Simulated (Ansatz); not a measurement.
Input:

```yaml
crystal:
  lattice:
    - [3.70894, 0.00000, 0.00000]
    - [0.00000, 3.70894, 0.00000]
    - [0.00000, 0.00000, 3.70894]
  atoms:
    - { symbol: Sr, position: [0.00000, 0.00000, 0.00000] }
    - { symbol: Ti, position: [0.50000, 0.50000, 0.50000] }
    - { symbol: O, position: [0.00000, 0.50000, 0.50000] }
    - { symbol: O, position: [0.50000, 0.50000, 0.00000] }
    - { symbol: O, position: [0.50000, 0.00000, 0.50000] }
```

No spin polarisation.

Computed with PBE, PAW, 420 eV (Ansatz, a first-principles code; no spin-orbit coupling). Γ-centred 8×8×8 mesh, Fermi–Dirac width 0.05 eV.

### Question
What is the computed pressure?

### Answer
44.92 GPa.

### Question
Estimate the gap character.

### Answer
Indirect, R → Γ.

### Question
Predict the band gap.

### Answer
2.16 eV.

The cells carry an imposed strain or load. Stability against distortions was not tested. The final runs are not spin-polarised. The cell was made from SrTiO₃ in the cubic perovskite structure (space group Pm-3m, No. 221) by this change: isotropic strain −5.78 %. Many cubic perovskites are stable only at high temperature; tilts and polar distortions were not tested.
